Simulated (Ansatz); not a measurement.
**Ir under a change: biaxial strain +2.50 %, plane normal [001], relaxed out of plane**

The reference is Ir in the fcc (Cu type) structure (space group Fm-3m, No. 225; a = 3.812 Å; relaxed with 0.1 eV smearing). Axes: x, y, z lie along the cube axes.

One thing is altered: tensile biaxial strain of 2.50 % in the plane normal to [001], as in epitaxy on a mismatched substrate; the out-of-plane cell vector and the atoms relax.

Level of theory: LDA, PAW, 420 eV (Ansatz, a program for electronic structure; no spin-orbit coupling). Settings: 30×30×30 k-points, 0.1 eV Fermi–Dirac smearing.

```csv
quantity,base,changed,shift
volume per atom,13.85 Å³,14.26 Å³,+0.41 Å³
space group,Fm-3m (No. 225),I4/mmm (No. 139),–
energy relative to the base (free energy F),0 meV/atom,+36 meV/atom,+36 meV/atom
"pressure (mean of the normal stresses, compression positive)",0.0 GPa,-10.6 GPa,-10.6 GPa
band gap,zero,zero,–
out-of-plane strain,–,-1.99 %,–
ratio −ε⊥/ε∥,–,0.79,–
mean in-plane stress (compression positive),–,-15.8 GPa,–
```

Cost of the whole job for the changed cell (relaxation, final SCF and bands): around 2.2 core-minutes (rough).

Stability against distortions was not tested. All final runs are without spin polarisation.
